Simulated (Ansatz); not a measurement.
PrRh2 (Fd-3m, No. 227) was calculated with LDA (plane waves, PAW; Ansatz, a program for electronic structure).

Settings: plane-wave cutoff 500 eV, 12×12×12 k mesh, Fermi–Dirac smearing 0.1 eV, spin-polarised start, scalar-relativistic PAW data made under PBE.

Computed at the level's own relaxed cell.

**Question.** Give the computed volume per atom and lattice constant a.

**Answer.** 
- volume per atom: 16.84 Å³/atom
- lattice constant a: 7.394 Å

The run finds no gap.

Note: the magnetic order was assumed, not searched for or taken from measurement; the 4f shell is treated without U or exact exchange, so its levels and filling can be wrong; the volume lies 7 % below that of the published cell.

Spin–orbit coupling is not included.

Cost on a shared machine: very roughly 5 core-minutes.
